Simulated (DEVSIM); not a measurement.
System: Schottky contact on n-type Si, at 400 K.

```
layer (left to right)  material  thickness (μm)  Nd (cm⁻³)  τn (s)  τp (s)
---------------------  --------  --------------  ---------  ------  ------
1                            Si           0.560     2.8e16  6.8e-5  6.8e-5
```

Left contact: Schottky, work function 4.75 eV, emission velocity 8.1e6 cm/s. Right contact: ohmic. Voltage is applied to the left contact. Recombination: SRH at mid-gap, radiative, Auger. Mobility is μmin + (μ − μmin)/(1 + (N/Nref)^α).

The device is made up for the run: typed textbook-type constants, with dimensions and the other settings drawn at random. Values at 300 K; Nc and Nv go as T^1.5, mobilities as T to minus their exponent, the gap by Varshni's rule with the affinity fixed.

```csv
parameter,Si
gap (eV),1.124
affinity (eV),4.05
permittivity,11.7
Nc (cm⁻³),2.86e19
Nv (cm⁻³),3.1e19
μn (cm²/Vs),1417
μp (cm²/Vs),470
"μn,min",52
"μp,min",45
"Nref,n",9.7e16
"Nref,p",2.2e17
αn,0.68
αp,0.72
T exponent of μn,2.3
T exponent of μp,2.2
B (cm³/s),4.7e-15
Cn (cm⁶/s),2.8e-31
Cp (cm⁶/s),9.9e-32
Varshni α (eV/K),0.000473
Varshni β (K),636
```

Simulated with DEVSIM: 1D drift-diffusion, Boltzmann statistics, complete ionisation; no tunnelling, impact ionisation, image-force lowering or self-heating. Metal contacts follow the ideal Schottky-Mott rule: no Fermi-level pinning, no interface dipoles.

The temperature was swept, all else fixed.

| temperature (K) | largest field in the device at zero bias (V/cm) | potential step across the device at zero bias (V) | dark forward voltage at 100 A/cm² (V) |
|---|---|---|---|
| 250 | 68000 | 0.557 | 0.435 |
| 300 | 65000 | 0.521 | 0.377 |
| 350 | 62000 | 0.484 | (withheld) |
| 400 | 60000 | 0.446 | 0.259 |
| 450 | 57000 | 0.408 | 0.200 |
| 500 | 54000 | 0.368 | 0.143 |

Complete the blanks.


- 350, dark forward voltage at 100 A/cm² (V): 0.318
